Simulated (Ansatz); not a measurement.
The starting structures come from a database of crystals and need not be the phases stable at ambient conditions.

Data:

```
CELL_PARAMETERS angstrom
      4.36430     0.00000     0.00000
      2.18215     9.60229    -0.12118
      0.00000     0.51709     6.04375
ATOMIC_POSITIONS crystal
  Sr 0.76403 0.47195 0.74095
  Sr 0.23597 0.52805 0.25905
  Bi 0.57454 0.85092 0.27828
  Bi 0.42546 0.14908 0.72172
  Bi 0.90208 0.19584 0.18350
  Bi 0.09792 0.80416 0.81650
  O  0.91092 0.17817 0.82521
  O  0.08908 0.82183 0.17479
  O  0.79614 0.40772 0.14535
  O  0.20386 0.59228 0.85465
  O  0.67538 0.64924 0.41830
  O  0.32462 0.35076 0.58170
  O  0.41207 0.17587 0.07396
  O  0.58793 0.82413 0.92604
```

Space group of this cell: C2/m. The cell was relaxed by PBE-D3(BJ); by PBEsol its mean pressure is -1.8 GPa.

Transport runs along the normal of the first two printed cell vectors.

The gap is the functional's own. No spin-orbit coupling. Mid-gap values are interpolated on the energy grid.

Task: Give the band gap and the smallest decay constant κ at mid-gap that PBEsol run with Ansatz (an electronic-structure program) yields.

Result: Gap 2.50 eV on a 8×8×6 mesh; κ = 0.326 1/Å, at (-0.250, 0.250) of the in-plane reciprocal vectors. At the zone centre, at the nearest computed energy, the slowest state has κ = 0.38 1/Å.
